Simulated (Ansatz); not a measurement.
Levels about the gap of amorphous Si24O59P4Na2 (89 atoms in a cell of 1315 Å³, 2.26 g/cm³; zone centre alone, so wide bands show as single levels with stretches between that a denser mesh fills), at the geometry that PBE relaxed, where it gives 0.0 GPa on a denser mesh. The participation number counts the atoms over which a state spreads; weights are charges in smoothed Voronoi cells. The levels come from a single point, so bond lengths are those of that geometry. Method of the levels: PBE, scalar-relativistic without spin-orbit coupling (Ansatz, a program for electronic structure). Sampling: the zone centre alone; Fermi-Dirac width 0.02 eV; no spin polarisation. At PBE the levels at the filled edge of the gap are localised (band-tail or defect states), and the nearest spread-out levels lie 5.2 eV apart at the zone centre.

The cell was made by melting and quenching with the CHGNet potential and then relaxed with DFT. O atoms were pushed apart under 1.9 Å during the dynamics, to hinder bonds among them. The hot cell started wider than the set density and was brought back towards it in steps. It is the lowest in DFT energy of 2 quenches. It is a model cell: composition and starting density were chosen by hand, and all elements were melted together. No dispersion term was used. Its density started from a set value of 2.23 and ended at 2.26 g/cm³. The quench (nominally 480 K/ps over its main leg) was far faster than any real one, so the model tends to hold more defects than a real film. One small periodic cell is one sample of the glass; other quenches scatter about these values. The volume was free in the relaxation, at fixed shape. Stress components on the final sampling reach 1.8 GPa.

```
E - E(highest filled), eV  filling  participation number        largest on  weight O  weight Si  weight Na  weight P
-------------------------  -------  --------------------  ----------------  --------  ---------  ---------  --------
-0.98                       filled                   4.9   O, 1 neighbours      0.95       0.02       0.00      0.03
-0.96                       filled                   5.1   O, 1 neighbours      0.94       0.02       0.00      0.03
-0.82                       filled                  11.0   O, 2 neighbours      0.95       0.04       0.00      0.01
-0.74                       filled                   5.7   O, 2 neighbours      0.96       0.03       0.00      0.01
-0.59                       filled                   4.9   O, 2 neighbours      0.94       0.01       0.01      0.04
-0.36                       filled                   3.6   O, 2 neighbours      0.95       0.01       0.01      0.03
0.00                        filled                   2.7   O, 2 neighbours      0.96       0.01       0.01      0.03
3.77                         empty                  58.1   O, 2 neighbours      0.65       0.29       0.04      0.02
4.99                         empty                  30.6  Si, 4 neighbours      0.57       0.40       0.02      0.01
5.18                         empty                  35.2  Si, 4 neighbours      0.64       0.32       0.01      0.03
5.35                         empty                  35.4  Si, 4 neighbours      0.57       0.39       0.02      0.02
5.64                         empty                  35.1  Si, 4 neighbours      0.64       0.31       0.01      0.04
5.74                         empty                  40.8  Na, 5 neighbours      0.65       0.24       0.09      0.03
5.86                         empty                  22.5  Na, 3 neighbours      0.63       0.18       0.17      0.02
```

Most localised among these is the filled level at +0.00 eV, on a O atom, which has 2 neighbours (P 1.50 Å, Na 2.23 Å).
